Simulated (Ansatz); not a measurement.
Cost and result by functional for the surface energy of the (20-21) surface of hcp Be in its 1x1 cell, outermost plane spacing 0.16 Å in the ideal cut, in Ansatz (plane waves, PAW). Single points on the PBE structure, on one kind of machine; costs are rough ratios of the slab run's core time (references not counted) to the cheapest single point. r2SCAN's cost holds its higher cutoff (500 against 420 eV). Differences are taken against r2SCAN for comparison alone: no measured value is at hand, so the table doesn't rank accuracy.

Model: 24-atom slab, 10.5 Å thick at the start, 17x5x1 mesh, Fermi-Dirac 0.1 eV, dipole correction, all atoms relaxed; held to the part of the start's symmetry that mesh and held atoms allow; no spin, no spin-orbit, no U. These notes are the PBE run's.

```json
[
 {"functional": "RPBE", "relative cost": "1", "surface energy (J/m²)": "1.74", "less r2SCAN (J/m²)": "-0.20"},
 {"functional": "LDA", "relative cost": "1", "surface energy (J/m²)": "2.15", "less r2SCAN (J/m²)": "0.21"},
 {"functional": "PBEsol", "relative cost": "1", "surface energy (J/m²)": "2.06", "less r2SCAN (J/m²)": "0.12"},
 {"functional": "r2SCAN", "relative cost": "2", "surface energy (J/m²)": "1.94", "less r2SCAN (J/m²)": "0.00"},
 {"functional": "PBE (the relaxed run's value)", "relative cost": "–", "surface energy (J/m²)": "1.89", "less r2SCAN (J/m²)": "-0.05"}
]
```

The values span 0.40 J/m², while the single points' costs differ by a factor of roughly 2. Differences are of unrounded values.

Ansatz is an electronic-structure program.
